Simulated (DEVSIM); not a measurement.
System: Ti/SiO2/p-Ge capacitor, at 250 K.

Layer 1 from the left is SiO2, thickness (nm) 14.0. Layer 2 from the left is Ge, thickness (nm) 440, Na (cm⁻³) 1.8e18.

Metal gate on the left, work function 4.33 eV. Fixed charge at the semiconductor interface 0 cm⁻² (in units of +e); no interface traps.

The device is made up for the run: typed textbook-type constants, with dimensions and the other settings drawn at random. Values at 300 K; Nc and Nv go as T^1.5, mobilities as T to minus their exponent, the gap by Varshni's rule with the affinity fixed.

SiO2: gap (eV) 9, affinity (eV) 0.9, permittivity 3.9. Ge: gap (eV) 0.664, affinity (eV) 4, permittivity 16, Nc (cm⁻³) 1.04e19, Nv (cm⁻³) 6e18, Varshni α (eV/K) 0.000477, Varshni β (K) 235.

DEVSIM, 1D Poisson equation in equilibrium, Boltzmann statistics, complete ionisation; no quantum confinement or tunnelling. Metal contacts follow the ideal Schottky-Mott rule: no Fermi-level pinning, no interface dipoles.

Problem. What does the simulation give for the minimum of the low-frequency capacitance, the flat-band voltage?

Solution. minimum of the low-frequency capacitance 0.178 μF/cm²; flat-band voltage -0.33 V.
